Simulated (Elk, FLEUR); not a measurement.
A FLEUR input for a self-consistent single point of AlNi (Cmmm, 2 atoms in the cell) (DFT, LDA (Perdew-Zunger), all-electron FLAPW (FLEUR), scalar-relativistic valence):

Input of the input generator:

```
AlNi FLAPW
&input film=f /
3.7357750093 -3.7637070512 0.0000000000
3.7357750093 3.7637070512 0.0000000000
0.0000000000 0.0000000000 5.9724586299
1.0
1.0 1.0 1.0

2
13 0.0000000000 0.0000000000 0.0000000000
28 0.5000000000 0.5000000000 0.5000000000

&comp jspins=1 /
&exco xctyp='pz' /
&kpt div1=15 div2=15 div3=14 gamma=t /
&end /
```

```xml
<?xml version="1.0" encoding="UTF-8" standalone="no"?>
<fleurInput fleurInputVersion="0.39">
   <comment>
      AlNi FLAPW                                                                                          
   </comment>
   <calculationSetup>
      <cutoffs Kmax="4.5" Gmax="18.0" GmaxXC="18.0" numbands="0"/>
      <scfLoop itmax="100" minDistance="0.00001" maxIterBroyd="15" imix="Anderson" alpha="0.05" precondParam="0.0" spinf="2.0"/>
      <coreElectrons ctail="T" frcor="F" kcrel="0" coretail_lmax="0"/>
      <xcFunctional name="pz" relativisticCorrections="F"/>
      <magnetism jspins="1"/>
      <soc l_soc="F" theta="0.0" phi="0.0" spav="F"/>
      <expertModes spex="0" secvar="F"/>
      <geometryOptimization l_f="T" forcealpha="1.0" forcemix="BFGS" epsdisp="0.00001" epsforce="0.00001"/>
      <ldaU l_linMix="F" mixParam="0.05" spinf="1.0"/>
   </calculationSetup>
   <cell>
      <bzIntegration valenceElectrons="19.0" mode="hist" fermiSmearingEnergy="0.00183747">
         <kPointListSelection listName="default-1"/>
         <!-- k-points included here -->
         <xi:include xmlns:xi="http://www.w3.org/2001/XInclude" href="kpts.xml"> </xi:include>
      </bzIntegration>
      <!-- symmetry operations included here -->
      <xi:include xmlns:xi="http://www.w3.org/2001/XInclude" href="sym.xml"> </xi:include>
      <bulkLattice scale="1.0">
         <bravaisMatrix>
            <row-1>    3.7357750093000002    -3.7637070511999999     0.0000000000000000</row-1>
            <row-2>    3.7357750093000002     3.7637070511999999     0.0000000000000000</row-2>
            <row-3>    0.0000000000000000     0.0000000000000000     5.9724586299000002</row-3>
         </bravaisMatrix>
      </bulkLattice>
   </cell>
   <atomSpecies>
      <species name="Aluminum (Al)" element="Al" atomicNumber="13">
         <mtSphere radius="1.76" gridPoints="609" logIncrement="0.018"/>
         <atomicCutoffs lmax="8" lnonsphr="6"/>
         <electronConfig flipSpins="F">
            <coreConfig>(1s1/2) (2s1/2) (2p1/2) (2p3/2)</coreConfig>
            <valenceConfig>(3s1/2) (3p1/2) (3p3/2)</valenceConfig>
            <stateOccupation state="(3p1/2)" spinUp="0.1666666666667" spinDown="0.1666666666667"/>
            <stateOccupation state="(3p3/2)" spinUp="0.3333333333333" spinDown="0.3333333333333"/>
         </electronConfig>
         <energyParameters s="3" p="3" d="3" f="4"/>
      </species>
      <species name="Nickel (Ni)" element="Ni" atomicNumber="28">
         <mtSphere radius="2.48" gridPoints="857" logIncrement="0.014"/>
         <atomicCutoffs lmax="10" lnonsphr="8"/>
         <electronConfig flipSpins="F">
            <coreConfig>(1s1/2) (2s1/2) (2p1/2) (2p3/2) (3s1/2)</coreConfig>
            <valenceConfig>(3p1/2) (3p3/2) (4s1/2) (3d3/2) (3d5/2)</valenceConfig>
            <stateOccupation state="(3d3/2)" spinUp="1.6" spinDown="1.6"/>
            <stateOccupation state="(3d5/2)" spinUp="2.4" spinDown="2.4"/>
         </electronConfig>
         <energyParameters s="4" p="4" d="3" f="4"/>
         <lo type="SCLO" l="1" n="3" eDeriv="0"/>
      </species>
   </atomSpecies>
   <atomGroups>
      <atomGroup species="Aluminum (Al)">
         <relPos label="                   1">.0000000000 .0000000000 .0000000000</relPos>
         <force calculate="T" relaxXYZ="TTT"/>
      </atomGroup>
      <atomGroup species="Nickel (Ni)">
         <relPos label="                   2">1.000/2.000 1.000/2.000 1.000/2.000</relPos>
         <force calculate="T" relaxXYZ="TTT"/>
      </atomGroup>
   </atomGroups>
   <output dos="F" band="F" slice="F">
      <checks vchk="F" cdinf="F"/>
      <bandDOS minEnergy="-.5*Htr" maxEnergy="0.5*Htr" sigma="0.015" storeEVData="T"/>
      <vacuumDOS vacdos="F" integ="F" star="F" nstars="0" locx1="0.0" locy1="0.0" locx2="0.0" locy2="0.0" nstm="0" tworkf="0.0"/>
      <unfoldingBand unfoldBand="F" supercellX="1" supercellY="1" supercellZ="1"/>
      <plotting iplot="0" polar="F">
         <plot TwoD="T" vec1="  1.0  0.0  0.0" vec2="  0.0  1.0  0.0" vec3="  0.0  0.0  1.0" zero="  0.0  0.0  0.0" file="plot"/>
      </plotting>
      <chargeDensitySlicing numkpt="0" minEigenval="0.0" maxEigenval="0.0" nnne="0" pallst="F"/>
      <specialOutput eonly="F"/>
      <magneticCircularDichroism mcd="F" energyLo="-10.0" energyUp="0.0"/>
   </output>
  <!-- We include the file relax.xml here to enable relaxations (see documentation) -->
  <xi:include xmlns:xi="http://www.w3.org/2001/XInclude" href="relax.xml"> <xi:fallback/> </xi:include>
</fleurInput>
```

Q: Translate this input to Elk.

A: This is the input that was run; spellings and numerical settings could be chosen otherwise.

```
tasks
  0

xctype
  3

rgkmax
  7.0

rmtscf
  0.98

stype
  3

swidth
  0.00183747

scale
  5.302971402

avec
    0.7044682549   -0.7097354985    0.0000000000
    0.7044682549    0.7097354985    0.0000000000
    0.0000000000    0.0000000000    1.1262475653

sppath
  './'

atoms
  2   : nspecies
  'Al.in'   : spfname
  1   : natoms; atposl, bfcmt below
  0.0000000000  0.0000000000  0.0000000000    0.0 0.0 0.0
  'Ni.in'   : spfname
  1   : natoms; atposl, bfcmt below
  0.5000000000  0.5000000000  0.5000000000    0.0 0.0 0.0

ngridk
  15 15 14
```

Basis, cutoffs, solver keys and any potentials are the target program's own. This input uses DFT, LDA (PW92), all-electron FP-LAPW, Elk's shipped species files, default APW+lo basis. LDA parametrisations can differ slightly between programs.

The starting cell comes from a database of computed structures (which also holds hypothetical and non-ambient phases and stackings), without a prior relaxation at this level. Its lattice was rescaled by a random factor within 2.5 % of one.
